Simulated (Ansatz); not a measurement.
A working Ansatz (an electronic-structure program) input for BePd (Pm-3m, 2 atoms in the cell) (DFT, r2SCAN, plane waves, default PAW files made with PBE):

Ansatz 0.2 input:
```yaml
# BePd
crystal:
  lattice:
    - [2.813000, 0.000000, 0.000000]
    - [0.000000, 2.813000, 0.000000]
    - [0.000000, 0.000000, 2.813000]
  atoms:
    - { symbol: Be, position: [0.000000, 0.000000, 0.000000] }
    - { symbol: Pd, position: [0.500000, 0.500000, 0.500000] }
kpoints:
  mp_grid:
    grid: [8, 8, 8]
    shift: [0.5, 0.5, 0.5]
hamiltonian:
  xc: r2scan
  pseudopotentials:
    kind: paw
scf:
  occupations:
    method: gaussian
    width: 0.1 eV
output:
  forces: true
  eigenvalues: true
  stress: true
```

The run converged in 6 iterations: free energy E − TS (on the zero of these files) -7080.2273 eV; Fermi level (on the code's own zero) 16.92 eV; pressure -0.50 GPa. Each of these slips is then made, one at a time:

(1)
```diff
-    grid: [8, 8, 8]
+    grid: [1, 1, 1]
```

(2)
```diff
-# BePd
+# Be2Pd
+    - { symbol: Be, position: [0.000000, 0.000000, 0.000000] }
```

**Question.** What happens in each case?

**Answer.** 
(1) A single k-point for a small metallic cell. The run converged in 9 iterations without an error; against the sound input the free energy rises by 8.80 eV/atom and the pressure goes from -0.50 to 97.44 GPa.

(2) One atom entered twice. The program stopped before any SCF iteration.
```
Error: atoms 0 (Be) and 2 (Be) coincide: fractional positions [0.0, 0.0, 0.0] and [0.0, 0.0, 0.0] are 0.00e0 Å apart, within the symmetry tolerance 1e-5 (fractional) on every axis — remove the duplicate or separate the sites (indices count the expanded atom list at the failing check: the typed cell's during the `space_group:` round-trip, otherwise  [...]
```

The starting cell comes from a database of published, mostly measured structures (it also holds non-ambient and calculated ones), without a prior relaxation at this level. Spin polarisation is off. Ansatz's pressure includes its estimate of the finite-basis (Pulay) stress.

Left out of this page: 5 runs of the series outside the window shown, repeating another row's setting, or not comparable.
